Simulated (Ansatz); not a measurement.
The starting structures come from a database of crystals and need not be the phases stable at ambient conditions.

 Where the default PAW files enter, the runs use the earlier of Ansatz's two default sets.

The decay constant κ of evanescent states in the gap governs leakage through a thin film.

Here is the system:

```xyz
4
Lattice="3.8516 0.0000 0.0000 -1.9258 6.3864 0.0000 1.9258 0.5807 3.2847" Properties=species:S:1:pos:R:3 pbc="T T T"
Ga     1.9258     6.3411     0.0080
Ga     0.0000     3.5299     1.6341
P      0.0000     5.8063     1.2317
As     1.9258     2.9017     2.8743
```

Space group of this cell: R3m. The cell is strained (all lengths scaled by 0.98); by r2SCAN its mean pressure is 5.5 GPa.

Transport runs along the normal of the first two printed cell vectors, the (101) plane of the conventional cell.

The gap is the functional's own. No spin-orbit coupling. Mid-gap values are interpolated on the energy grid.

Give the band gap and the smallest decay constant κ at mid-gap that r2SCAN in Ansatz (a first-principles code) yields.

Gap 1.59 eV on a 10×10×10 mesh; κ = 0.107 1/Å, at the zone centre.
